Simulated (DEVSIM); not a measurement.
abrupt Si n-p junction

Device: abrupt Si n-p junction, at 300 K.

| layer (left to right) | material | thickness (μm) | Nd (cm⁻³) | Na (cm⁻³) | τn (s) | τp (s) |
|---|---|---|---|---|---|---|
| 1 | Si | 0.610 | 1.1e19 | - | 0.00036 | 3.6e-5 |
| 2 | Si | 42.0 | - | 2.4e15 | 0.00036 | 0.00036 |

Left contact: ohmic. Right contact: ohmic. Voltage is applied to the left contact. Recombination: SRH at mid-gap, Auger. Mobility is μmin + (μ − μmin)/(1 + (N/Nref)^α).

This is a model device: material constants are rounded textbook-type values typed into the input, and sizes, dopings and lifetimes were drawn at random. Values at 300 K.

```tsv
parameter	Si
gap (eV)	1.124
affinity (eV)	4.05
permittivity	11.7
Nc (cm⁻³)	2.86e19
Nv (cm⁻³)	3.1e19
μn (cm²/Vs)	1417
μp (cm²/Vs)	470
μn,min	52
μp,min	45
Nref,n	9.7e16
Nref,p	2.2e17
αn	0.68
αp	0.72
Cn (cm⁶/s)	2.8e-31
Cp (cm⁶/s)	9.9e-32
```

Simulated with DEVSIM: 1D drift-diffusion, Boltzmann statistics, complete ionisation; no tunnelling, impact ionisation, image-force lowering or self-heating.

Potential step across the device at zero bias: 0.855 V
Largest field in the device at zero bias: 180000 V/cm
Dark forward voltage at 1 A/cm²: 0.611 V
Dark forward voltage at 100 A/cm²: 0.788 V

Dark forward current:

(V (V), J (A/cm²)): (-0.05, -4.0e-10); (-0.10, -3.1e-9); (-0.15, -2.1e-8); (-0.20, -1.5e-7); (-0.25, -1.0e-6); (-0.30, -7.0e-6); (-0.35, -4.8e-5); (-0.40, -0.00033); (-0.45, -0.0023); (-0.50, -0.016); (-0.55, -0.11); (-0.60, -0.69); (-0.65, -3.6); (-0.70, -14); (-0.75, -45); (-0.80, -130); (-0.85, -320); (-0.90, -690); (-0.95, -1300); (-1.00, -2100)

Small-signal capacitance in reverse bias (quasi-static):

```csv
V (V),C (nF/cm²)
0.4,13.5
1,10.8
2,8.57
3,7.32
4,6.49
6,5.44
8,4.77
10,4.30
13,3.81
16,3.45
20,3.10
```
